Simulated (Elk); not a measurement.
Input and output of a self-consistent single point for SrAl2 (Imma, 6 atoms in the cell) (Elk).

Computed with LDA (PW92), all-electron FP-LAPW, Elk's shipped species files, default APW+lo basis in Elk.

The change in words: lattice scaled by 0.98. Reference geometry:
```
SrAl2
1.0
   -2.46218     4.05678     4.04831
    2.46218    -4.05678     4.04831
    2.46218     4.05678    -4.04831
Sr Al
2 4
Direct
  0.30033   0.55033   0.75000
  0.69967   0.44967   0.25000
  0.27083   0.83937   0.43146
  0.72917   0.16063   0.56854
  0.90791   0.83937   0.06854
  0.09209   0.16063   0.93146
```

Reference input (self-consistent single point, DFT, LDA (PW92), all-electron FP-LAPW, Elk's shipped species files, default APW+lo basis): xctype = 3; rgkmax = 7; stype = 0; swidth = 0.00367493 Ha; ngridk = 6 6 6. This run's input differs from it in these lines:

```diff
@@ -16,8 +16,8 @@
 scale
-  11.78750666
+  11.55175611
 
 avec
-   -0.3947272128    0.6503676154    0.6490087768
-    0.3947272128   -0.6503676154    0.6490087768
-    0.3947272128    0.6503676154   -0.6490087768
+   -0.3947271681    0.6503675897    0.6490088296
+    0.3947271681   -0.6503675897    0.6490088296
+    0.3947271681    0.6503675897   -0.6490088296
```

Output, abridged:

```
│ Self-consistent loop started │
│ Loop number : 1 │
 total energy                :     -7324.20735141
│ Loop number : 2 │
 total energy                :     -7324.19964705
RMS change in Kohn-Sham potential (target) :   0.3864742002E-01 (  0.1000000000E-05)
Absolute change in total energy (target)   :   0.7704364785E-02 (  0.1000000000E-03)
│ Loop number : 3 │
 total energy                :     -7324.08457064
RMS change in Kohn-Sham potential (target) :   0.3733379069E-01 (  0.1000000000E-05)
Absolute change in total energy (target)   :   0.1170025007     (  0.1000000000E-03)
│ Loop number : 4 │
   [... lines left out ...]
Absolute change in total energy (target)   :   0.8123633443E-03 (  0.1000000000E-03)
│ Loop number : 13 │
 total energy                :     -7320.10587544
RMS change in Kohn-Sham potential (target) :   0.1295376419E-06 (  0.1000000000E-05)
Absolute change in total energy (target)   :   0.1956612659E-03 (  0.1000000000E-03)
│ Loop number : 14 │
 total energy                :     -7320.10587351
RMS change in Kohn-Sham potential (target) :   0.3571398134E-07 (  0.1000000000E-05)
Absolute change in total energy (target)   :   0.5084183158E-04 (  0.1000000000E-03)
Convergence targets achieved

│ Loop number : 15 │

Energies :
 Fermi                       :     0.199277958510
 total energy                :     -7320.10587285

Density of states at Fermi energy :    38.07683438
 (states/Hartree/unit cell)

Estimated indirect band gap :   0.2639853310E-02
 from k-point     37 to k-point      4
Estimated direct band gap   :   0.1634997536E-01
 at k-point     42

Charges :
 core                        :    72.00000000
 valence                     :    56.00000000
 interstitial                :    11.22239209
 muffin-tins (core leakage)
  species :    1 (Sr)
   atom    1                 :    36.02547373     (  0.2898857381E-04)
   atom    2                 :    36.02547373     (  0.2898857381E-04)
  species :    2 (Al)
   atom    1                 :    11.18166511     (  0.4948393496E-03)
   atom    2                 :    11.18166511     (  0.4948393496E-03)
   atom    3                 :    11.18166511     (  0.4948393496E-03)
   atom    4                 :    11.18166511     (  0.4948393496E-03)
 total in muffin-tins        :    116.7776079
 total calculated charge     :    127.9688167
 total charge                :    128.0000000
 error                       :   0.3118329288E-01

│ Self-consistent loop stopped │
```

The run converged in 15 iterations. The count includes the last loop, which Elk runs after its targets are met. Against the reference run the total energy goes down by 43.2 meV/atom.

The starting cell comes from a database of computed structures (which also holds hypothetical and non-ambient phases and stackings), without a prior relaxation at this level. Its lattice was rescaled by a random factor within 2.5 % of one. For this run, on top of that: lattice scaled by 0.98. Values depend on the basis (sphere radii, cutoffs, local orbitals), which need not be converged. The log's line on a gap gives a spacing of levels on this mesh, which the program prints for metals too.

Cost on one core of a shared machine: roughly 2 min.
